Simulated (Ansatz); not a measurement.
Structures of equal composition on the (111) surface of germanium (Ge plane on top): (√3x√3)R30° Au adatom at H3; (√3x√3)R30° Au adatom at T4. The slabs share one bottom face, and each structure is named by its start. These are constructed structures in small cells; real faces may alloy, dewet or reconstruct in larger ones, and not all known structures of the face are among them. Slabs of about 13 Å, Fermi-Dirac smearing of 0.025 eV. Bottom of the slabs: H caps. Relaxed from the named starts with such symmetry as they have, on meshes of like density; energies extrapolated to zero smearing; spin only where a row says so; no spin-orbit coupling, no U. Brackets mark spin-polarised runs, whose order is one that fits the cell. Where a second, spin-polarised start was run, the lower counts.

The numbers are results of r2SCAN, at the PBE geometry (plane waves to 500 eV, PAW; Ansatz, a program for electronic structure), not measurements.

**Question.** Rank these by energy per 1x1 cell (lowest first), as r2SCAN, at the PBE geometry gives it.

**Answer.** (√3x√3)R30° Au adatom at H3 (0.000 eV, no gap on the mesh), (√3x√3)R30° Au adatom at T4 (0.039 eV, no gap on the mesh)
